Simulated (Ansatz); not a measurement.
## What biaxial strain −0.83 %, plane normal [111], relaxed out of plane does to BAs

Start from BAs in the zinc blende structure (space group F-43m, No. 216; a = 4.768 Å). Axes: x, y, z lie along the cube axes.

One thing is altered: biaxial strain −0.83 %, plane normal [111], relaxed out of plane (Cartesian); in-plane vectors clamped, the third vector and the atoms free.

Level of theory: plane-wave PAW DFT at the PBEsol level (Ansatz, a program for electronic structure, 420 eV), without spin-orbit coupling. Settings: 12×12×12 k-points, 0.05 eV Fermi–Dirac smearing.

The volume per atom falls by 0.20 Å³ to 13.35 Å³ and the space group goes from F-43m (No. 216) to R3m (No. 160). The shortest interatomic distance falls by 0.013 Å to 2.052 Å and the energy increases by 2.2 meV/atom. The band gap falls by 0.05 eV (1.08 eV → 1.03 eV) and the gap character is indirect, Γ → F–Γ (18 % along). The smallest direct gap shrinks by 0.13 eV to 3.12 eV and the valence-band top at Γ (three highest levels, from the VBM) changes from 0.00, 0.00, 0.00 eV to 0.00, 0.00, -0.09 eV. The out-of-plane strain amounts to +0.20 % and the ratio −ε⊥/ε∥ amounts to 0.24. The mean in-plane stress (compression positive) is +3.2 GPa.

Final structure (turned so that z lies along the plane normal):

```yaml
crystal:
  lattice:
    - [3.34343, 0.00000, 0.00000]
    - [1.67171, 2.89549, 0.00000]
    - [1.67171, -0.96516, 2.75827]
  atoms:
    - { symbol: B, position: [0.99933, 0.00033, 0.00100] }
    - { symbol: As, position: [0.50067, 0.24967, 0.74900] }
```

Cost of the whole job for the changed cell (relaxation, final SCF and bands): roughly 30 core-seconds.

Whether these cells are dynamically stable was not tested. k-point labels follow each cell's own Brillouin zone.
